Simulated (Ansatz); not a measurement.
# How the cohesive energy of BeTe (model structure, Fm-3m, No. 225, 2 atoms in the cell) moves with the method

No measured value is used here.

```csv
level (code),value (eV/atom),cell (Å³/atom)
LDA (Ansatz),3.65,18.23
PBE (Ansatz),2.92,19.26
PBEsol (Ansatz),(withheld),18.63
PBE-D3(BJ) (Ansatz),3.33,18.34
r²SCAN (Ansatz),2.91,19.36
r²SCAN+rVV10 (Ansatz),(withheld),19.16
```

**Question.** Fill in the missing entries.

**Answer.** 
- PBEsol (Ansatz, a program for electronic structure), value (eV/atom): 3.30
- r²SCAN+rVV10 (Ansatz), value (eV/atom): 3.09

Density-functional levels without +SOC have no spin–orbit coupling, which shifts binding energies of heavy elements. Each level is taken at its own relaxed cell. Cutoffs differ between the levels. Ansatz's density-functional and Hartree–Fock values are scalar-relativistic unless marked +SOC, with PAW data made under PBE.

A model structure was made by putting elements into a prototype or built by hand; it is no filed structure, need not be a known phase, and can be a saddle point held by its symmetry.
